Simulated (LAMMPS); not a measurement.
MD of Ni (fcc) at zero pressure, 2048 atoms, as a crystal; each row is its own run.

Model: classical MD, pair style meam, file library.meam (library.meam-Ni), run in LAMMPS.

```csv
T (K),enthalpy (eV/atom)
300,-4.3713
780,-4.2671
1040,-4.2119
1300,-4.1533
1810,-4.0295
2070,-3.9558
```

Question: Fit a straight line, y = a + b x, to these rows (x is the first column, y the second) and predict the run at x = 1560.

Answer: Least squares gives a = -4.4489 and b = 0.0002335. At x = 1560 the fit predicts -4.0846 eV/atom. The run itself gave -4.0935 ± 0.0005 eV/atom, so the fit is 8.9 meV/atom high.

Caution: the potential MEAM library.meam-Ni is a first-neighbour MEAM set with a 4 Å cutoff, used here without a parameter file and away from the static properties it was fitted to.
